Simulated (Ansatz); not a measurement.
Data:

```
CELL_PARAMETERS angstrom
      0.00000     2.00387     2.00387
      2.00387     0.00000     2.00387
      2.00387     2.00387     0.00000
ATOMIC_POSITIONS crystal
  Li 0.00000 0.00000 0.00000
  F  0.50000 0.50000 0.50000
```

Calculation: r2SCAN, rigid bands (plane waves, PAW, scalar-relativistic; Ansatz, a quantum-chemistry and plane-wave program). Condition of this run: functional r2SCAN on the same cell. How the cell was made: cell and atoms relaxed with PBEsol.

**Question.** What conductivity effective mass do dilute holes have at 300 K?

**Answer.** 3.6 mₑ.

**Question.** What conductivity effective mass do dilute electrons have at 300 K?

**Answer.** 0.89 mₑ.

**Question.** And the band gap?

**Answer.** 10.20 eV at this level; semilocal functionals usually fall short of the measured gap.

Rigid bands, one relaxation time for all states, no polarons. Spin-orbit coupling is left out. Geometry: cell and atoms relaxed with PBEsol.
